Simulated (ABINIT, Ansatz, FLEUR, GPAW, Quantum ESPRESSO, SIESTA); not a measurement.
**Code comparison for PdPtAu (P3m1, 3 atoms in the cell)**

Self-consistent single point.

```xyz
3
Lattice="2.8495 0.0000 0.0000 -1.4248 2.4678 0.0000 0.0000 0.0000 6.9864" Properties=species:S:1:pos:R:3 pbc="T T T"
Pd     0.0000     0.0000     2.3611
Pt     1.4248     0.8226     4.6047
Au     0.0000     1.6452     0.0206
```

All programs got the same cell, k-point mesh and kind of occupations (in Ansatz's words: kpoints.mp_grid.grid = 16 16 6; scf.occupations.method = gaussian; scf.occupations.width = 0.136 eV); potentials, basis and cutoffs are each program's usual ones.

```json
[
 {"code": "SIESTA", "model": "LDA PW92, numerical atomic orbitals DZP, PseudoDojo LDA standard norm-conserving potentials (rewritten from UPF to PSML)", "pressure (GPa)": "-15.25", "largest force (eV/Å)": "0.114", "k-points": "827", "cutoff": "grid 400 Ry"},
 {"code": "Ansatz", "model": "LDA (PW92), PAW files made with PBE", "pressure (GPa)": "-15.45", "largest force (eV/Å)": "0.059", "k-points": "162", "cutoff": "420 eV"},
 {"code": "GPAW", "model": "LDA (Perdew-Wang 92), GPAW PAW datasets LDA (gpaw-data 1.0.1)", "pressure (GPa)": "-14.15", "largest force (eV/Å)": "0.053", "k-points": "162", "cutoff": "550 eV"},
 {"code": "ABINIT", "model": "LDA (PW92), PAW (JTH v2.0 LDA PAW)", "pressure (GPa)": "-15.40", "largest force (eV/Å)": "0.042", "k-points": "162", "cutoff": "26 Ha"},
 {"code": "FLEUR", "model": "LDA (Vosko-Wilk-Nusair), all-electron FLAPW (FLEUR), scalar-relativistic valence", "pressure (GPa)": "–", "largest force (eV/Å)": "0.061", "k-points": "162", "cutoff": "Kmax 4 1/bohr"},
 {"code": "Quantum ESPRESSO", "model": "LDA (PZ), GBRV 1.5 ultrasoft (LDA) pseudopotentials", "pressure (GPa)": "-15.72", "largest force (eV/Å)": "0.100", "k-points": "162", "cutoff": "40 Ry"}
]
```

Size of the force on each atom (eV/Å): Sizes of forces hide their directions.

```
code                Pd1    Pt2    Au3
----------------  -----  -----  -----
SIESTA            0.094  0.114  0.019
Ansatz            0.046  0.059  0.014
GPAW              0.053  0.022  0.030
ABINIT            0.032  0.042  0.010
FLEUR             0.054  0.061  0.011
Quantum ESPRESSO  0.057  0.100  0.043
```

A dash marks a value that a program does not give, or that is left out as unsure.

The spread over the programs that give each value: pressure within 1.57 GPa; largest force within 0.072 eV/Å.

The starting cell comes from a database of computed structures (which also holds hypothetical and non-ambient phases and stackings), without a prior relaxation at this level. On Ansatz's run: Spin-orbit coupling is off. Spin polarisation is off. In the base run, with a pressure of about -15 GPa the cell is away from its equilibrium volume at this level.

Why do the programs differ, and what cannot be compared?

Differences of this kind can come from the potentials, where these differ, and from what each basis and cutoff leave unconverged. The valence holds different numbers of electrons (SIESTA 55, Ansatz (a program for electronic structure) 55, GPAW 43, ABINIT 39, FLEUR 55, Quantum ESPRESSO 43). The zero of total energies and Fermi levels follows the potentials and each program's conventions, so they are not compared here. SIESTA uses small atom-centred bases, whose incompleteness enters pressures, forces and empty levels differently from a plane-wave cutoff. FLEUR treats all electrons, but the usual bases taken here (sphere radii, linearisation, local orbitals, empty states) were not tested for convergence, so the values are no reference for the others. Ansatz's pressure is given at a fixed set of plane waves, as the other plane-wave codes print theirs; with its correction for the finite basis it is -15.41 GPa. The same LDA comes in different parametrisations, which differ slightly. The programs reduce the same mesh by symmetry to different extents, which changes the work and not the result. In the pressure, GPAW (by 1.27) lies more than 1 GPa from the median of the plane-wave programs. In the force vectors, GPAW (by 0.092) lies more than 0.08 eV/Å from the median of the plane-wave programs.

Left out of this page: Elk (not drawn, or without a comparable value).

Keys are those of Ansatz 0.2.
